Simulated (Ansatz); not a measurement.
# Effect of biaxial strain +0.83 %, plane normal [111], relaxed out of plane on InAs

Take InAs in the zinc blende structure (space group F-43m, No. 216; a = 6.087 Å) as the base. Axes: x, y, z lie along the cube axes.

Now apply this change: tensile biaxial strain of 0.83 % in the plane normal to [111], as in epitaxy on a mismatched substrate; the out-of-plane cell vector and the atoms relax.

Computed with plane-wave PAW DFT at the PBEsol level (Ansatz, a program for electronic structure, 420 eV), without spin-orbit coupling. Settings: 9×9×9 k-points, 0.05 eV Fermi–Dirac smearing.

- Volume per atom: 28.52 Å³ (base 28.20 Å³)
- Shortest interatomic distance: 2.638 Å (base 2.636 Å)
- Energy relative to the base (free energy F): +1.4 meV/atom
- Pressure (mean of the normal stresses, compression positive): -0.6 GPa (base 0.0 GPa)
- Band gap: zero (base zero)
- Valley order (the lowest conduction-band minima on the path, energy above the VBM, named in the base's zone): Γ 0.02 eV; L along [111] 0.67 eV; L along [1-1-1] 0.81 eV; X along [001] 1.45 eV
- Out-of-plane strain: -0.52 % (rough)
- Mean in-plane stress (compression positive): -0.9 GPa (rough)

Cost of the whole job for the changed cell (relaxation, final SCF and bands): about 20 core-seconds (a rough figure).

Without a gap, meshes like the base's 9×9×9 leave anisotropic stresses uncertain by several tenths of a GPa, and small strain energies with them. Stability against distortions was not tested. The final runs are not spin-polarised. Gaps under 0.05 eV, about the width of the smearing, are given as zero. The zero or small gap of InAs can change with the level of theory.
